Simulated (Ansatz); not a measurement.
A self-consistent single point of Ir (Fm-3m, 1 atom in the cell) with Ansatz (a program for electronic structure).

Level of theory: PBE (plane waves, PAW; Ansatz).

```yaml
crystal:
  lattice:
    - [0.00000, 1.91040, 1.91040]
    - [1.91040, 0.00000, 1.91040]
    - [1.91040, 1.91040, 0.00000]
  atoms:
    - { symbol: Ir, position: [0.00000, 0.00000, 0.00000] }
```

Reference input (self-consistent single point, DFT, PBE, plane waves, default PAW files): basis.ecutwfc = 420 eV; kpoints.mp_grid.grid = 15 15 15; hamiltonian.xc = pbe; hamiltonian.pseudopotentials = {kind: paw} (the program's default PAW files); scf.occupations.method = gaussian; scf.occupations.width = 0.1 eV. This run's input differs from it in these lines:

Ansatz 0.2 input:
```diff
@@ -9,3 +9,3 @@
 basis:
-  ecutwfc: 420.0
+  ecutwfc: 460.0
 kpoints:
```

Output (repeated stretches shortened):

```
SCF iter   1: F=—  HF=-11935.293627 eV  |F-HF|=—  |Δ(HF+E_count)|=         —  Δρ=4.06e-3  dr2=3.23e-4  ethr=1.77e-3  ⟨swp⟩=5.0  Hψ=7993  notcnv=0
all-band conjugate gradients solve this SCF's bands
preconditioner: auto → none
SCF iter   2: F=—  HF=-11935.294198 eV  |F-HF|=—  |Δ(HF+E_count)|=   5.71e-4  Δρ=2.06e-3  dr2=8.07e-5  ethr=1.90e-6  ⟨swp⟩=2.5  Hψ=3303  notcnv=0
SCF iter   3: F=—  HF=-11935.294465 eV  |F-HF|=—  |Δ(HF+E_count)|=   2.67e-4  Δρ=3.59e-4  dr2=1.46e-5  ethr=4.74e-7  ⟨swp⟩=2.0  Hψ=2081  notcnv=0
SCF iter   4: F=—  HF=-11935.294462 eV  |F-HF|=—  |Δ(HF+E_count)|=   3.38e-6  Δρ=6.75e-5  dr2=3.92e-7  ethr=8.60e-8  ⟨swp⟩=2.3  Hψ=2139  notcnv=0
iter 5 did not close the SCF: its close was put off for the readings that it lacked (scf_convergence_deferred on its scf_iter line)
SCF iter   5: F=-11935.294462 eV  HF=-11935.294462 eV  |F-HF|=1.81e-9  |Δ(HF+E_count)|=   3.87e-8  Δρ=1.56e-5  dr2=1.34e-8  ethr=2.31e-9  ⟨swp⟩=2.4  Hψ=2069  notcnv=0
SCF iter   6: F=-11935.294462 eV  HF=-11935.294462 eV  |F-HF|=5.46e-12  |Δ(HF+E_count)|=  5.22e-10  Δρ=6.01e-7  dr2=7.62e-12  ethr=7.91e-11  ⟨swp⟩=3.1  Hψ=5242  notcnv=0
SCF 1 converged in 6 iterations: F = -11935.294462 eV  dr2 = 7.62e-12
Free energy (F): -11935.294462 eV
Internal energy: -11935.289436 eV  (E = F + TS)
E sigma→0 (E₀):  -11935.291949 eV
Entropy (-TS):   -0.005025 eV (-5.025 meV/atom)
Fermi energy:    26.359257 eV
--- Forces (eV/Å), atoms counted from 1 ---
  atom   1  Ir    -0.00000000    -0.00000000    -0.00000000
--- Stress (GPa, compression-positive) ---
       14.794295      -0.000000       0.000000
       -0.000000      14.794295       0.000000
        0.000000      -0.000000      14.794295
  P = ⅓ Tr σ = 14.7943 GPa (147.943 kbar)
  The stress holds the Pulay correction. Without it, at fixed plane waves, as pw.x and ABINIT print it: P = 14.6693 GPa
```

The run converged in 6 iterations. Against the reference run the free energy drops by 1.4 meV/atom and the pressure hardly changes (14.82 to 14.79 GPa).

The starting cell has typed, rounded lattice constants, without a prior relaxation at this level. Its lattice was rescaled by up to half a per cent. Spin polarisation is off. Ansatz's pressure includes its estimate of the finite-basis (Pulay) stress.
